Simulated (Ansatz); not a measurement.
# NbC in the rock salt structure (space group Fm-3m, No. 225)

```cif
data_CNb
_chemical_formula_sum 'Nb1 C1'
_space_group_name_H-M_alt 'P 1'
_space_group_IT_number 1
_cell_length_a 3.17148
_cell_length_b 3.17148
_cell_length_c 3.17148
_cell_angle_alpha 60.000
_cell_angle_beta 60.000
_cell_angle_gamma 60.000
loop_
_space_group_symop_operation_xyz
  'x, y, z'
loop_
_atom_site_label
_atom_site_type_symbol
_atom_site_fract_x
_atom_site_fract_y
_atom_site_fract_z
_atom_site_occupancy
Nb1 Nb 0.00000 0.00000 0.00000 1
C1 C 0.50000 0.50000 0.50000 1
```

Method: PBE/PAW in Ansatz (a first-principles code), no spin-orbit coupling. Γ-centred 18×18×18 mesh, Fermi–Dirac width 0.05 eV.

| Quantity | Result |
|---|---|
| Volume per atom | 11.28 Å³ |
| Density | 7.72 g/cm³ |
| Band gap | zero |
| Total energy | -2402.157 eV/atom (σ→0; compares only within this code and set-up) |

Stability against distortions was not tested. All final runs are without spin polarisation. An odd electron count without spin: NbC.
